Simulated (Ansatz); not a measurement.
Name crystals whose electron conductivity mass lies between 0.121 and 0.189 mₑ and whose hole conductivity mass lies between 0.61 and 0.95 mₑ, by Ansatz (a quantum-chemistry and plane-wave program) with PBEsol with spin-orbit coupling, rigid bands.

Many crystals can fit; among those computed here:
- AgBr (Fm-3m): 0.187 mₑ, 0.64 mₑ
- CuI (F-43m): 0.149 mₑ, 0.67 mₑ
- ZnS (F-43m): 0.179 mₑ, 0.84 mₑ
- CuI (P6_3mc): 0.151 mₑ, 0.76 mₑ
- AgI (F-43m): 0.159 mₑ, 0.71 mₑ

Masses are for dilute carriers at 300 K, harmonic means over directions unless an axis is named.

Formula and space group known from diffraction (Crystallography Open Database), not checked to be the room-temperature form: CuI (P6_3mc).
